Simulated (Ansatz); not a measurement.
The starting structures come from a database of crystals and need not be the phases stable at ambient conditions.

 Where the default PAW files enter, the runs use the earlier of Ansatz's two default sets.

The decay constant κ of evanescent states in the gap governs leakage through a thin film.

Data:

```yaml
crystal:
  lattice:
    - [4.70589, 0.00000, 0.00000]
    - [0.00000, 6.62028, 0.00000]
    - [0.00000, 0.00000, 4.70589]
  atoms:
    - { symbol: Mg, position: [0.50000, 0.50000, 0.50000] }
    - { symbol: Cd, position: [0.00000, 0.00000, 0.00000] }
    - { symbol: Te, position: [0.50000, 0.74455, 0.00000] }
    - { symbol: Te, position: [0.00000, 0.25545, 0.50000] }
```

Space group of this cell: P-4m2. The cell is strained (all lengths scaled by 1.02); by PBEsol its mean pressure is -2.7 GPa.

Transport runs along the normal of the first two printed cell vectors, the (100) plane of the conventional cell.

No gap correction and no spin-orbit coupling; mid-gap values are interpolated between computed energies.

Predict the band gap and the smallest decay constant κ at mid-gap from Ansatz (a program for electronic structure) with PBEsol.

Gap 1.15 eV on a 6×6×6 mesh; κ = 0.086 1/Å, at the zone centre.
